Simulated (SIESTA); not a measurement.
A self-consistent single point of La3Ni2Sn7 (Cmmm, 12 atoms in the cell) with SIESTA

Method: SIESTA 5.4.2 with GGA PBEsol, numerical atomic orbitals DZP, PseudoDojo PBEsol standard norm-conserving potentials (rewritten from UPF to PSML).

Input as run:

```
# files in the folder: La.psml Ni.psml Sn.psml (PseudoDojo PBEsol standard)
SystemName  La3Ni2Sn7
SystemLabel la3ni2sn7

NumberOfAtoms                12
NumberOfSpecies              3
%block ChemicalSpeciesLabel
  1 57 La
  2 28 Ni
  3 50 Sn
%endblock ChemicalSpeciesLabel
LatticeConstant              1.0 Bohr
%block LatticeVectors
     4.322627568  -25.966692663    0.000000000
     4.322627568   25.966692663    0.000000000
     0.000000000    0.000000000    8.664122161
%endblock LatticeVectors
AtomicCoordinatesFormat      Bohr
%block AtomicCoordinatesAndAtomicSpecies
     4.322627568   16.390695743    0.000000000  1
     4.322627568  -16.390695743    0.000000000  1
     4.322627568    0.000000000    4.332061080  1
     4.322627568    6.639163980    4.332061080  2
     4.322627568   -6.639163980    4.332061080  2
     4.322627568   21.294245986    4.332061080  3
     4.322627568  -21.294245986    4.332061080  3
     4.322627568   11.337058017    4.332061080  3
     4.322627568  -11.337058017    4.332061080  3
     0.000000000    0.000000000    0.000000000  3
     4.322627568   -4.663618002    0.000000000  3
     4.322627568    4.663618002    0.000000000  3
%endblock AtomicCoordinatesAndAtomicSpecies

XC.functional                GGA
XC.authors                   PBEsol
PAO.BasisSize                DZP
PAO.EnergyShift              0.01 Ry
MeshCutoff                   350 Ry
%block kgrid.MonkhorstPack
    5   0   0  0.0
    0   5   0  0.0
    0   0   5  0.0
%endblock kgrid.MonkhorstPack
OccupationFunction           MP
OccupationMPOrder            1
ElectronicTemperature        0.05 eV

MaxSCFIterations             150
SCF.Mixer.Method             Pulay
SCF.Mixer.Weight             0.1
SCF.Mixer.History            8
SCF.DM.Tolerance             1.0E-04
Diag.ParallelOverK           true
WriteForces                  true
Charge.Mulliken              end
```

Output (repeated stretches shortened):

```
reinit: Reading from file input.fdf

reinit: System Name: La3Ni2Sn7
reinit: System Label: la3ni2sn7

coor:   Atomic-coordinates input format  =     Cartesian coordinates
coor:                                            (in Bohr units)

siesta: Atomic coordinates (Bohr) and species
siesta:      4.32263  16.39070   0.00000  1        1
siesta:      4.32263 -16.39070   0.00000  1        2
siesta:      4.32263   0.00000   4.33206  1        3
siesta:      4.32263   6.63916   4.33206  2        4
siesta:      4.32263  -6.63916   4.33206  2        5
siesta:      4.32263  21.29425   4.33206  3        6
siesta:      4.32263 -21.29425   4.33206  3        7
siesta:      4.32263  11.33706   4.33206  3        8
siesta:      4.32263 -11.33706   4.33206  3        9
siesta:      0.00000   0.00000   0.00000  3       10
siesta:      4.32263  -4.66362   0.00000  3       11
siesta:      4.32263   4.66362   0.00000  3       12

siesta: System type = bulk

initatomlists: Number of atoms, orbitals, and projectors:     12   221   356

siesta: ******************** Simulation parameters ****************************
redata: Spin configuration                          = none
redata: Time-Reversal Symmetry                      = T
redata: Number of Atomic Species                    =        3
redata: Mesh Cutoff                                 =   350.0000 Ry
redata: Net charge of the system                    =     0.0000 |e|
redata: Min. number of SCF Iter                     =        0
redata: Max. number of SCF Iter                     =      150
redata: SCF convergence failure will abort job
redata: SCF mix quantity                            = Hamiltonian
redata: Mix DM or H after convergence               =   F
redata: Recompute H after scf cycle                 =   F
redata: Mix DM in first SCF step                    =   T
redata: No kicks to SCF
redata: DM Mixing Weight for Kicks                  =     0.5000
   [... lines left out ...]
diag: Used triangular part                          = Lower
diag: Absolute tolerance                            =  0.100E-15
diag: Orthogonalization factor                      =  0.100E-05
diag: Memory factor                                 =  1.0000

superc: Internal auxiliary supercell:     5 x     5 x     5  =     125
superc: Number of atoms, orbitals, and projectors:   1500  27625  44500

                        Single-point calculation

superc: Internal auxiliary supercell:     5 x     5 x     5  =     125
superc: Number of atoms, orbitals, and projectors:   1500  27625  44500

outcell: Unit cell vectors (Ang):
        2.287436  -13.740982    0.000000
        2.287436   13.740982    0.000000
        0.000000    0.000000    4.584856

outcell: Cell vector modules (Ang)   :   13.930074   13.930074    4.584856
outcell: Cell angles (23,13,12) (deg):     90.0000     90.0000    161.0975
outcell: Cell volume (Ang**3)        :    288.2189
new_DM -- step:     1
Initializing Density Matrix...

Attempting to read DM from file... Failed...
DM filled with atomic data:

InitMesh: MESH = 160 x 160 x 160 = 4096000
InitMesh: Mesh cutoff (required, used) =   350.000   374.720 Ry

stepf: Methfessel-Paxton step function
       Using Hermite-Gauss polynomials of order  1
        iscf     Eharris(eV)        E_KS(eV)     FreeEng(eV)     dDmax    Ef(eV) dHmax(eV)
   scf:    1   -26567.169692   -26842.484460   -26842.484492  1.736341 -3.063304 58.364824
   scf:    2   -26856.062991   -26953.553119   -26953.553827  0.477764 -4.164060 18.974089
   scf:    3   -26973.525263   -26965.627783   -26965.628708  0.086161 -4.073333  8.032302
   scf:    4   -26970.228291   -26968.325401   -26968.325218  0.036487 -4.041119  3.686356
   scf:    5   -26945.753738   -26962.820127   -26962.819806  0.206132 -3.921028 14.130642
   scf:    6   -26954.721242   -26967.337150   -26967.337228  0.156658 -4.231651  8.631299
   [... 6 lines left out ...]
   scf:   13   -26970.099845   -26970.100718   -26970.100733  0.001157 -4.158488  0.082020
   scf:   14   -26970.100522   -26970.100880   -26970.100886  0.000818 -4.159534  0.043456
   scf:   15   -26970.100973   -26970.100953   -26970.100961  0.000313 -4.159241  0.006039
   scf:   16   -26970.100954   -26970.100954   -26970.100963  0.000037 -4.159204  0.001722
   scf:   17   -26970.100954   -26970.100954   -26970.100963  0.000028 -4.159216  0.000520
SCF Convergence by DM+H criterion
max |DM_out - DM_in|         :     0.0000284673
max |H_out - H_in|      (eV) :     0.0005200450
SCF cycle converged after 17 iterations

Using DM_out to compute the final energy and forces

siesta: E_KS(eV) =           -26970.1010

siesta: E_KS - E_eggbox =    -26970.1010

siesta: Atomic forces (eV/Ang):
     1   -0.000000   -0.044568   -0.000000
     2   -0.000000    0.044569   -0.000000
     3   -0.000000    0.000000    0.000000
     4   -0.000000    0.160585   -0.000000
     5   -0.000000   -0.160583   -0.000000
     6    0.000000   -0.080274    0.000000
     7   -0.000000    0.080271    0.000000
     8   -0.000000   -0.284456    0.000000
     9    0.000000    0.284461    0.000000
    10   -0.000000   -0.000002   -0.000000
    11    0.000000   -0.166619   -0.000000
    12   -0.000000    0.166616   -0.000000
   Tot   -0.000000   -0.000000    0.000000
   Max    0.284461
   Res    0.089099    sqrt( Sum f_i^2 / 3N )
   Max    0.284461    constrained

Stress tensor Voigt[x,y,z,yz,xz,xy] (kbar):      -19.68       -6.77      -13.21       -0.00        0.00        0.00
(Free)E + p*V (eV/cell)   -26967.7233
Target enthalpy (eV/cell)   -26970.1010

siesta: Program's energy decomposition (eV):
siesta: Ebs     =     -4076.424307
siesta: Eions   =     28482.548761
siesta: Ena     =      2051.046893
siesta: Ekin    =     13859.237786
siesta: Enl     =     -8498.330375
siesta: Eso     =         0.000000
siesta: Edftu   =         0.000000
siesta: DEna    =        97.896063
siesta: DUscf   =         4.199649
siesta: DUext   =         0.000000
siesta: Ex      =     -5612.483208
siesta: Ec      =      -389.119000
siesta: Exc     =     -6001.602209
siesta: Eharris =    -26970.100954
siesta: Etot    =    -26970.100954
siesta: FreeEng =    -26970.100963

siesta: Atomic forces (eV/Ang):
siesta:      1   -0.000000   -0.044568   -0.000000
siesta:      2   -0.000000    0.044569   -0.000000
siesta:      3   -0.000000    0.000000    0.000000
siesta:      4   -0.000000    0.160585   -0.000000
siesta:      5   -0.000000   -0.160583   -0.000000
siesta:      6    0.000000   -0.080274    0.000000
   [... lines left out ...]
siesta: Cell volume =        288.218875 Ang**3
siesta:          13.21694811         20.71142739  kBar
   [... lines left out ...]
              2.001   2.004   2.001   2.004   1.996   0.183   0.133   0.119

              0.122   0.125
   9 14.469   1.231   0.173   0.672   0.686   0.426   0.173   0.190   0.231
              2.001   2.004   2.001   2.004   1.996   0.183   0.133   0.119

              0.122   0.125
  10 14.395   1.362   0.144   0.685   0.647   0.653  -0.011   0.133   0.130
              2.004   2.004   2.008   2.003   2.009   0.149   0.146   0.132

              0.112   0.085
  11 14.500   1.180   0.186   0.796   0.688   0.621   0.077   0.137   0.071
              2.004   1.997   2.001   2.002   2.006   0.126   0.146   0.160

              0.184   0.117
  12 14.500   1.180   0.186   0.796   0.688   0.621   0.077   0.137   0.071
              2.004   1.997   2.001   2.002   2.006   0.126   0.146   0.160

              0.184   0.117

mulliken: Qtot =      167.000

Mulliken Atomic Populations:
Atom #   charge [q] valence [e]  Species
     1     0.690692   10.309308  La
     2     0.690692   10.309308  La
     3     1.027670    9.972330  La
     4     0.472272   17.527728  Ni
     5     0.472272   17.527728  Ni
     6    -0.510177   14.510177  Sn
     7    -0.510177   14.510177  Sn
     8    -0.468828   14.468828  Sn
     9    -0.468828   14.468828  Sn
    10    -0.394642   14.394642  Sn
    11    -0.500473   14.500473  Sn
    12    -0.500473   14.500473  Sn
 Total    -0.000000
```

The run converged in 17 iterations.

The starting cell comes from a database of computed structures (which also holds hypothetical and non-ambient phases and stackings), without a prior relaxation at this level. Its lattice was rescaled by a random factor within 2.5 % of one. Spin polarisation is off. Values carry the incompleteness of an atom-centred basis.

Cost on one core of a shared machine: roughly 40 min.
